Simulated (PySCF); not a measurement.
PySCF 2.14.0, BP86/def2-svp, df: bromine (BrBr), 2 atoms. The geometry is a generated start, not checked to be a minimum at this level.

| Item | Result |
|---|---|
| task | energy |
| method | bp86 |
| basis | def2-svp |
| two-electron scheme | density fitting |
| mol.max_memory | 3000 MB |
| mf.max_cycle | 100 |
| mf.init_guess | minao (default) |
| mf.DIIS | CDIIS (default) |
| mf.diis_space | 8 (default) |
| mf.conv_tol | 1e-09 (default) |
| mf.grids.level | 3 (default) |
| basis functions | 64 |
| grid points | 40848 |

```xyz
2

Br     1.1424    -0.0176     0.0092
Br    -1.1424     0.0176    -0.0092
```

One run each on 2 threads, 1 BLAS thread. Values of level_shift (Hartree) tried: 0 (default), 0.1, 0.3, 1.

### Question
How does the count of Fock builds change with level_shift (Hartree), and where is it least?

### Answer
Fewest Fock builds, within one of each other: 0 (default) with 9, 0.1 with 9. The count rises to 24 at 1. All converge to one solution.

```csv
level_shift (Hartree),Fock builds,end
0 (default),9,same solution
0.1,9,same solution
0.3,11,same solution
1,24,same solution
```
